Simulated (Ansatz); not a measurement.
Base system: Ag in the fcc (Cu type) structure (space group Fm-3m, No. 225; a = 4.148 Å; relaxed with 0.1 eV smearing).

All numbers come from Ansatz (a program for electronic structure), PBE, PAW, cutoff 420 eV, without spin-orbit coupling.

Base values:

```
Item       Result
--------  -------
Pressure  0.0 GPa
```

Perturbation: an isotropic linear strain of +3.00 %, atoms relaxed at fixed cell.

### Question
Predict the new energy relative to the base and pressure.

### Answer
The energy goes up by 36 meV/atom; the pressure goes from zero to -6.2 GPa.

Whether these cells are dynamically stable was not tested.
